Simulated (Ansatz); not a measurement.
NbSi2 (P6₂22, No. 180), treated with PBE-D4 (PAW; Ansatz, a quantum-chemistry and plane-wave program).

Run with plane-wave cutoff 500 eV, 12×12×6 k mesh (along the axes of the cell as run), Fermi–Dirac smearing 0.05 eV, no spin polarisation, scalar-relativistic PAW data made under PBE.

Computed at the level's own relaxed cell.

**Question.** Give the computed volume per atom, lattice constant a and lattice parameter c.

**Answer.** 
- volume per atom: 14.36 Å³/atom
- lattice constant a: 4.767 Å
- lattice parameter c: 6.570 Å

The run finds no gap.

Cost on a shared machine: around 2.3 core-minutes (rough).
